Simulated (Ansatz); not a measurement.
The parent structure is HfO₂ in the fluorite structure (space group Fm-3m, No. 225; a = 5.059 Å). Axes: x, y, z lie along the cube axes.

Calculations: r2SCAN (Ansatz, a first-principles code; PAW; 500 eV plane waves; scalar-relativistic without spin-orbit coupling), earlier PAW set.

Strains are applied to the cell and any free atomic positions relax; under biaxial strain the out-of-plane vector relaxes too; under stress the whole cell relaxes.

One change was made to it. Results:

```json
[
 {"quantity": "electron mass", "base": "1.0 mₑ along k, 0.75 mₑ across (at X)", "after": "0.44 mₑ along x, 0.97 mₑ along y, 1.3 mₑ along z (at Γ)"},
 {"quantity": "shortest interatomic distance", "base": "2.191 Å", "after": "2.147 Å"}
]
```

Question: Which change produced these results?
A. biaxial strain −4.67 %, plane normal [001], relaxed out of plane
B. strain tensor (xx, yy, zz, yz, xz, xy) = (+1.39, −0.90, −2.04, +0.77, −1.04, +1.56) %
C. uniaxial stress, 1 GPa compression along x

Answer: B, strain tensor (xx, yy, zz, yz, xz, xy) = (+1.39, −0.90, −2.04, +0.77, −1.04, +1.56) %. For comparison, the electron mass in the other runs: biaxial strain −4.67 %, plane normal [001], relaxed out of plane gives 0.33 mₑ out of plane, 0.95 mₑ in plane (at Γ); uniaxial stress, 1 GPa compression along x gives 1.2 mₑ along k, 0.76 mₑ across (at X).

With Hf present, leaving out spin-orbit coupling can change the band edges. The levels and masses belong to the bands next to the band gap. Effective masses come from finite differences of ±0.01 Å⁻¹. Along k means along the line from Γ to the band edge. Stability under load was not tested beyond the relaxation. This is not the structure that HfO2 has at room temperature and ambient pressure.
